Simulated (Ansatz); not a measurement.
Take TiAl (space group P4/mmm, No. 123; a = 2.8241 Å, c = 4.0706 Å) as the base.

(Cell as relaxed with PBE.)

Levels (all Ansatz, a quantum-chemistry and plane-wave program, PAW, earlier PAW set): PBE (420 eV, without spin-orbit coupling); r2SCAN (500 eV, scalar-relativistic without spin-orbit coupling).

Each level relaxes its own structure.

| base | PBE | r2SCAN |
|---|---|---|
| volume per atom | 16.23 Å³ | 16.06 Å³ |
| lattice parameter a | 2.824 Å | 2.813 Å |
| band gap | zero | zero |

Now apply this change: cell and atoms relaxed at a pressure of 30 GPa.

```
quantity                 PBE  r2SCAN
-------------------  -------  ------
lattice parameter a  2.657 Å       ?
c/a ratio              1.439       ?
```

Given the PBE results, estimate those of r2SCAN.


- lattice parameter a, r2SCAN: 2.651 Å
- c/a ratio, r2SCAN: 1.444

PBE's lattice parameter a lies 0.006 Å above r2SCAN's (0.2 %); PBE's c/a ratio lies 0.005 below r2SCAN's. Neither level is exact; r2SCAN is the comparison here, not a measurement.

Load acts through the strain it causes; cell and atoms are relaxed under it. Whether these cells are dynamically stable was not tested. Competing high-pressure phases were not computed. All final runs are without spin polarisation.
